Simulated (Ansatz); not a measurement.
**AlB2-type ZrB2: Voigt–Reuss–Hill bulk modulus by level of theory**

No measured value is used here.

```csv
level (code),value (GPa),cell (Å³/atom)
LDA (Ansatz),261,9.88
PBE (Ansatz),(withheld),10.28
PBEsol (Ansatz),250,10.07
r²SCAN (Ansatz),243,10.28
```

Fill in the missing entries.


- PBE (Ansatz, an electronic-structure program), value (GPa): 238

Each level is taken at its own relaxed cell. Cutoffs differ between the levels. Ansatz's density-functional and Hartree–Fock values are scalar-relativistic unless marked +SOC, with PAW data made under PBE.
